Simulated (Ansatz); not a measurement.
Hypothetical fluorite TeO2, element substitutions

Base system: TeO2 in the fluorite structure (space group Fm-3m, No. 225; a hypothetical phase, not in the database extracts checked).

```xyz
3
Lattice="0.0000 2.6669 2.6669 2.6669 0.0000 2.6669 2.6669 2.6669 0.0000" Properties=species:S:1:pos:R:3 pbc="T T T"
Te     0.0000     0.0000     0.0000
O      1.3334     1.3334     1.3334
O      4.0003     4.0003     4.0003
```

Each row replaces one element on all its sites; cell and atoms are relaxed.

Levels (all Ansatz, an electronic-structure program, PAW, earlier PAW set): r2SCAN (500 eV, spin-orbit coupling left out); HSE06 (420 eV, no spin-orbit coupling); HSE06+SOC (420 eV, with spin-orbit coupling).

Band gaps by level, all at the geometries relaxed with r2SCAN:

```
case      r2SCAN    HSE06  HSE06+SOC
-------  -------  -------  ---------
base     1.01 eV  1.62 eV    1.57 eV
Te → S   0.09 eV  0.65 eV    0.65 eV
Te → Se  0.70 eV  1.34 eV    1.33 eV
```

Single points use the geometry relaxed with r2SCAN. HSE06 gaps are upper bounds (no full band path). Differences between runs with and without spin-orbit coupling are approximate. Spin-orbit coupling, missing from the scalar runs, can matter with Te. No phonon test of stability was made. As relaxed here, SO2 and SeO2 are hypothetical phases, not in the database extracts checked. A zero or small gap of SO2 can be the functional's error rather than a property of the material.
